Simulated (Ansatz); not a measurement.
We consider SnS2 (Fd-3m, No. 227, 12 atoms in the cell; start mp-1095397; a measured phase of this formula has another space group), described by HSE06+SOC (PAW; Ansatz, a first-principles code).

Settings: plane-wave cutoff 460 eV, 4×4×4 k mesh, Fermi–Dirac smearing 0.01 eV, PAW data made under PBE.

Cell (relaxed with PBEsol):

```cif
data_S8Sn4
_chemical_formula_sum 'Sn4 S8'
_space_group_name_H-M_alt 'P 1'
_space_group_IT_number 1
_cell_length_a 7.32387
_cell_length_b 7.32387
_cell_length_c 7.32387
_cell_angle_alpha 60.000
_cell_angle_beta 60.000
_cell_angle_gamma 60.000
loop_
_space_group_symop_operation_xyz
  'x, y, z'
loop_
_atom_site_label
_atom_site_type_symbol
_atom_site_fract_x
_atom_site_fract_y
_atom_site_fract_z
_atom_site_occupancy
Sn1 Sn 0.12500 0.62500 0.62500 1
Sn2 Sn 0.62500 0.62500 0.12500 1
Sn3 Sn 0.62500 0.12500 0.62500 1
Sn4 Sn 0.62500 0.62500 0.62500 1
S1 S 0.87005 0.37665 0.37665 1
S2 S 0.87335 0.87335 0.37995 1
S3 S 0.37665 0.87005 0.37665 1
S4 S 0.87335 0.87335 0.87335 1
S5 S 0.37665 0.37665 0.37665 1
S6 S 0.87335 0.37995 0.87335 1
S7 S 0.37665 0.37665 0.87005 1
S8 S 0.37995 0.87335 0.87335 1
```

**Question.** Estimate the band gap and smallest direct gap on the k points sampled that the calculation returns.

**Answer.** 
* **band gap**: 1.99 eV (indirect)
* **smallest direct gap on the k points sampled**: 2.12 eV

Note: cell and atoms aren't relaxed at this level (pressure -0.3 GPa).

Computed values are for the static lattice.

The result took about 40 core-minutes (a rough figure).

A start named mp-… is a Materials Project structure, which need not be a measured phase.
